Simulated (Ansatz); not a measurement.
Take CaO in the rock salt structure (space group Fm-3m, No. 225) as the base.

```
CaO
1.0
    0.00000     2.38356     2.38356
    2.38356     0.00000     2.38356
    2.38356     2.38356     0.00000
Ca O
1 1
Cartesian
  0.00000   0.00000   0.00000
  2.38356   2.38356   2.38356
```

The values are results of PBEsol, PAW, 420 eV (Ansatz, a program for electronic structure; no spin-orbit coupling), not measurements.

For the base:

| Item | Value |
|---|---|
| Band gap | 3.54 eV |
| Electron mass | 1.4 mₑ along k, 0.42 mₑ across (at X) |

One thing is altered: an isotropic linear strain of +2.00 %, atoms relaxed at fixed cell.

Predict the new band gap and electron mass.

The band gap increases by 0.022 eV, from 3.54 eV to 3.57 eV; the electron mass changes from 1.4 mₑ along k, 0.42 mₑ across (at X) to 1.4 mₑ along k, 0.44 mₑ across (at X).

Masses are band curvatures over ±0.01 Å⁻¹ around the edge. Along k means along the line from Γ to the band edge. Whether these cells are dynamically stable was not tested.
